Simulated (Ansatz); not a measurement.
Consider HfSi2 (space group Cmcm, No. 63; a = 3.650 Å, b = 14.350 Å, c = 3.635 Å). Axes: x, y, z lie along a, b, c of the conventional cell.

Calculations: PBEsol in Ansatz (plane waves to 420 eV, PAW, scalar-relativistic without spin-orbit coupling).

For the base:

- Pressure: 0.0 GPa
- Shortest interatomic distance: 2.412 Å

One thing is altered: uniaxial strain ε_yy = +3.10 %, all other strain components held at zero; the atoms relax in the strained cell.

**Question.** What does the calculation give for the pressure, largest internal atomic displacement and shortest interatomic distance after the change?

**Answer.** The pressure (mean of the normal stresses, compression positive) goes from zero to -3.4 GPa; the largest internal atomic displacement is 0.022 Å; the shortest interatomic distance goes up by 0.004 Å, from 2.412 Å to 2.416 Å.

No phonon test of stability was made. The final runs are not spin-polarised.

Ansatz is a quantum-chemistry and plane-wave program.
